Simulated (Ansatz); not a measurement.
The starting structures come from a database of crystals and need not be the phases stable at ambient conditions.

Data:

```
TlO4P
1.0
    4.86853     0.00000     0.00000
   -1.84815     4.50410     0.00000
    0.00000     0.00000     7.16353
Tl P O
2 2 8
Cartesian
  0.00000   0.00000   3.58176
  0.00000   0.00000   0.00000
  0.53587   2.90541   1.79088
  2.48451   1.59868   5.37265
  3.13529   1.16228   4.07003
 -0.11491   3.34182   3.09350
 -0.11491   3.34182   0.48827
  3.13529   1.16228   6.67526
  1.02511   1.05126   5.37265
  1.99527   3.45284   1.79088
  0.58342   1.34745   1.79088
  2.43696   3.15665   5.37265
```

Space group of this cell: Cmcm. The cell is taken as given; by PBEsol its mean pressure is 2.3 GPa.

Transport runs along the normal of the first two printed cell vectors.

The gap is the functional's own. No spin-orbit coupling. Mid-gap values are interpolated on the energy grid.

Task: Estimate the band gap and the smallest decay constant κ at mid-gap that PBEsol (Ansatz, a quantum-chemistry and plane-wave program) returns for this system.

Result: Gap 0.89 eV on a 8×8×4 mesh; κ = 0.178 1/Å, at the zone centre.
